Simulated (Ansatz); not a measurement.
Consider BAs (space group P4_2/mnm, No. 136; a = 5.8372 Å, c = 3.3617 Å; a hypothetical phase, not in the database extracts checked). Axes: x, y, z lie along a, b, c of the conventional cell.

It is then changed as follows: uniaxial stress, 3 GPa compression along z; all other stress components relax to zero.

Levels (all Ansatz, a first-principles code, PAW): PBEsol (420 eV, without spin-orbit coupling); r2SCAN (500 eV, no spin-orbit coupling); HSE06 (420 eV, without spin-orbit coupling).

At the geometry relaxed with PBEsol, these levels gave the following band gaps, in shuffled order: (a) 0.60 eV, (b) 0.85 eV, (c) 1.29 eV.

Task: Match each gap to its level.

Result: (a) PBEsol; (b) r2SCAN; (c) HSE06.

Single points use the geometry relaxed with PBEsol. HSE06 gaps are upper bounds (no full band path). Load acts through the strain it causes; cell and atoms are relaxed under it. Stability under load was not tested beyond the relaxation.
